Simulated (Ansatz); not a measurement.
The parent structure is CdTe in the zinc blende structure (space group F-43m, No. 216).

```yaml
crystal:
  lattice:
    - [0.00000, 3.24436, 3.24436]
    - [3.24436, 0.00000, 3.24436]
    - [3.24436, 3.24436, 0.00000]
  atoms:
    - { symbol: Cd, position: [0.00000, 0.00000, 0.00000] }
    - { symbol: Te, position: [0.25000, 0.25000, 0.25000] }
```

Cartesian axes are those of the cell as printed.

Computed with PBEsol, PAW, 420 eV (Ansatz, a program for electronic structure; no SOC).

Before the change:

The electron mass comes out as 0.055 mₑ (at Γ).

Perturbation: tensile biaxial strain of 2.50 % in the plane normal to [001], as in epitaxy on a mismatched substrate; the out-of-plane cell vector and the atoms relax.

Question: How does this affect the hole mass?

Answer: The hole mass comes out as 0.046 mₑ out of plane, 0.51 mₑ in plane (at Γ).

Question: Estimate the effect on the energy relative to the base.

Answer: The energy rises by 5.0 meV/atom.

Question: Predict the new electron mass.

Answer: The electron mass changes from 0.055 mₑ (at Γ) to 0.045 mₑ out of plane, 0.054 mₑ in plane (at Γ).

With Te present, leaving out spin-orbit coupling can change the band edges. The levels and masses belong to the bands next to the band gap. Effective masses come from finite differences of ±0.01 Å⁻¹. Stability against distortions was not tested.
